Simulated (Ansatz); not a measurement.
BaTiO3 (R3m, No. 160, 5 atoms in the cell; start mp-5020)

All values below come from r²SCAN (plane waves, PAW; Ansatz, a first-principles code).

Settings: plane-wave cutoff 500 eV, 10×10×10 k mesh, Fermi–Dirac smearing 0.05 eV, no spin polarisation, scalar-relativistic PAW data made under PBE.

Cell (relaxed at this level):

```cif
data_Ba3O9Ti3
_chemical_formula_sum 'Ba3 Ti3 O9'
_space_group_name_H-M_alt 'R3m :H'
_space_group_IT_number 160
_space_group_name_Hall 'R 3 -2"'
_cell_length_a 5.67984
_cell_length_b 5.67984
_cell_length_c 6.99493
_cell_angle_alpha 90.000
_cell_angle_beta 90.000
_cell_angle_gamma 120.000
loop_
_atom_site_label
_atom_site_type_symbol
_atom_site_symmetry_multiplicity
_atom_site_Wyckoff_symbol
_atom_site_fract_x
_atom_site_fract_y
_atom_site_fract_z
_atom_site_occupancy
Ba1 Ba 3 a 0.00000 0.00000 0.00128 1
Ti1 Ti 3 a 0.00000 0.00000 0.51474 1
O1 O 9 b 0.16986 0.33973 0.31836 1
```
(The calculation used a cell of 5 atoms; values per cell refer to that cell.)

For BaTiO3 (R3m, No. 160, 5 atoms in the cell; start mp-5020), the band gap is 2.87 eV (on the SCF k mesh).

Note: the relaxation could not lower the start's symmetry, so the cell can be a saddle point above a distorted one.

Spin–orbit coupling is not included.

The computed numbers hold no vibrational or temperature effects.

Cost on a shared machine: roughly 5 core-minutes.

A start named mp-… is a Materials Project structure, which need not be a measured phase.
